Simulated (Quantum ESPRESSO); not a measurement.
Quantum ESPRESSO run on PbSO3 (P2_1/m, 10 atoms in the cell): relaxation of the atoms.

Computed with PBEsol, GBRV 1.5 ultrasoft (PBESOL) pseudopotentials (plane waves; Quantum ESPRESSO).

This input was run:

```fortran
&control
   calculation = 'relax'
   prefix = 'scf'
   outdir = './tmp'
   pseudo_dir = './'
/
&system
   ibrav = 0
   nat = 10
   ntyp = 3
   ecutwfc = 40
   ecutrho = 200
   occupations = 'smearing'
   smearing = 'cold'
   degauss = 0.0099958
/
&electrons
   conv_thr = 1e-10
   mixing_beta = 0.4
/
&ions
/
ATOMIC_SPECIES
Pb   207.2000  pb_pbesol_v1.uspp.F.UPF
S     32.0600  s_pbesol_v1.4.uspp.F.UPF
O     15.9990  o_pbesol_v1.2.uspp.F.UPF
ATOMIC_POSITIONS crystal
Pb    0.6458000000    0.2500000000    0.2806000000
Pb    0.3542000000    0.7500000000    0.7194000000
S     0.0857000000    0.7500000000    0.1756000000
S     0.9143000000    0.2500000000    0.8244000000
O     0.7408000000    0.7500000000    0.1409000000
O     0.2592000000    0.2500000000    0.8591000000
O     0.1996000000    0.5270000000    0.3269000000
O     0.8004000000    0.0270000000    0.6731000000
O     0.8004000000    0.4730000000    0.6731000000
O     0.1996000000    0.9730000000    0.3269000000
K_POINTS automatic
4 3 3  0 0 0
CELL_PARAMETERS bohr
   8.5515247194     0.0000000000     0.0000000000
   0.0000000000    10.1232590702     0.0000000000
  -3.4001709880     0.0000000000    11.6730348033
```

The program printed (abridged):

```
     Self-consistent Calculation

     iteration #  1     ecut=    40.00 Ry     beta= 0.40

     negative rho (up, down):  2.857E-02 0.000E+00

     total energy              =    -568.60117030 Ry
     estimated scf accuracy    <       2.34804190 Ry

     iteration #  2     ecut=    40.00 Ry     beta= 0.40

     negative rho (up, down):  2.838E-02 0.000E+00

     total energy              =    -569.24614684 Ry
     estimated scf accuracy    <       0.20541998 Ry

     iteration #  3     ecut=    40.00 Ry     beta= 0.40

     negative rho (up, down):  2.789E-02 0.000E+00

     total energy              =    -569.26467199 Ry
     estimated scf accuracy    <       0.03346558 Ry

   [... 10 blocks of this kind left out ...]

     iteration # 14     ecut=    40.00 Ry     beta= 0.40

     negative rho (up, down):  2.780E-02 0.000E+00

     total energy              =    -569.26861077 Ry
     estimated scf accuracy    <          1.8E-10 Ry

     iteration # 15     ecut=    40.00 Ry     beta= 0.40

     negative rho (up, down):  2.780E-02 0.000E+00
     End of self-consistent calculation

     the Fermi energy is     8.8920 ev

!    total energy              =    -569.26861077 Ry
     estimated scf accuracy    <          5.3E-11 Ry
     smearing contrib. (-TS)   =      -0.00000000 Ry
     internal energy E=F+TS    =    -569.26861077 Ry

     convergence has been achieved in  15 iterations

     negative rho (up, down):  2.780E-02 0.000E+00

     Forces acting on atoms (cartesian axes, Ry/au):

     atom    1 type  1   force =    -0.00140335   -0.00000000    0.00121887
     atom    2 type  1   force =     0.00140335    0.00000000   -0.00121887
     atom    3 type  2   force =     0.02709112    0.00000000   -0.01646098
     atom    4 type  2   force =    -0.02709112    0.00000000    0.01646098
     atom    5 type  3   force =    -0.04158722   -0.00000000   -0.01476453
   [... lines left out ...]
     Total force =     0.099444     Total SCF correction =     0.000018
     the Fermi energy is     8.8916 ev
!    total energy              =    -569.27370407 Ry
     Total force =     0.002245     Total SCF correction =     0.000001
     bfgs converged in  11 scf cycles and  10 bfgs steps
     Final energy             =    -569.2737040651 Ry
   [... lines left out ...]
O                0.2652941110        0.2500000000        0.8697990632
O                0.1976149455        0.5233811528        0.3274131267
O                0.8023850545        0.0233811528        0.6725868733
O                0.8023850545        0.4766188472        0.6725868733
O                0.1976149455        0.9766188472        0.3274131267
End final coordinates

   JOB DONE.
```

The run converged. 

Summary of the result:
- Free energy E − TS: -7745.3633 eV
- Top of the valence band (on the code's own zero): 6.99 eV
- Gap on the k-point mesh: 3.17 eV
- Largest force (vector length): 0.020 eV/Å
- Relaxation steps: 10

The starting cell comes from a database of published, mostly measured structures (it also holds non-ambient and calculated ones), without a prior relaxation at this level. Its lattice was rescaled by a random factor within 2.5 % of one. Spin-orbit coupling is off. The relaxation keeps the symmetry of its start, so its end need not be a minimum.

Cost on one core of a shared machine: roughly 10 min.
